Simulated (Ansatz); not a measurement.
Density of states of SiC (P6_3mc) below the valence band maximum, PBEsol with spin-orbit coupling, rigid bands run with Ansatz (a quantum-chemistry and plane-wave program); cell volume 41.4 Å³.

(energy from edge (eV), 10⁻³ states/eV/cell): (0.006, 46.2); (0.031, 140); (0.056, 183); (0.081, 215); (0.106, 244); (0.131, 295); (0.156, 334); (0.181, 365); (0.206, 393); (0.231, 421); (0.256, 446); (0.281, 470); (0.319, 504); (0.344, 528); (0.369, 550); (0.394, 572); (0.419, 593); (0.444, 616); (0.469, 636); (0.494, 658); (0.519, 680); (0.544, 701); (0.569, 724); (0.594, 745)

Problem. What effective density of states at 300 K does this give (∫ g(E) exp(−E/k_BT) dE, both spins, divided by the cell's size)?

Solution. 6.7e19 cm⁻³, a density-of-states mass of 1.92 mₑ, valleys and band degeneracy included.

Geometry: cell and atoms relaxed with PBEsol.
